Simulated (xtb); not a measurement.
xtb 6.7.1, GFN2-xTB: Nb(O)(OH)2(OiPr) (CC(C)[O][Nb](=[O])([OH])[OH]), 17 atoms. The geometry is a generated start, not checked to be a minimum at this level.

```json
{
  "method": "GFN2-xTB",
  "--acc": "1 (default)",
  "--etemp (K)": "300 (default)",
  "detailed input (--input)": "none: ANC optimiser, Lindh (1995) Hessian, microcycle=20, maxdispl=1.0, hlow=0.01 (default)",
  "basis_functions": "47",
  "valence_electrons": "50"
}
```

```xyz
17

Nb     0.4204     0.3086     1.7396
O      1.9553     0.3732     1.0095
O      0.3250    -1.2986     2.6134
H      0.6855    -2.1117     2.9742
O      0.1369     1.8579     2.6689
H      0.3756     2.6826     3.0969
O     -0.8129     0.2622     0.3928
C     -0.8611    -0.0283    -0.9739
C     -0.3241    -1.4499    -1.1762
C     -0.0112     0.9983    -1.7271
H     -1.9138     0.0307    -1.3021
H      0.7042    -1.4815    -0.7976
H     -0.3399    -1.7284    -2.2262
H     -0.9345    -2.1539    -0.6085
H     -0.4286     1.9954    -1.5873
H      0.9995     0.9754    -1.3079
H      0.0235     0.7680    -2.7884
```

Charge 0 and multiplicity 1 are set for this test and not shown to be the ground state.

The structure is relaxed from this start with --opt LEVEL for the levels crude, sloppy, loose, lax, normal, tight, vtight, extreme, once each. Up to the end of the extreme run atoms move by at most 0.52 Å along an axis.

Q: Choose the cheapest level whose final energy lies within 1 meV of that of extreme.

A: normal: 21 cycles against 31, ending 0.054 meV above.

```csv
level,cycles,energy above the extreme run (meV),gradient norm (eV/Å)
crude,1,11,0.15
sloppy,1,11,0.15
loose,1,11,0.15
lax,13,1.4,0.060
normal,21,0.054,0.027
tight,22,0.033,0.0089
vtight,27,under 0.01,0.0028
extreme,31,—,0.0011
```
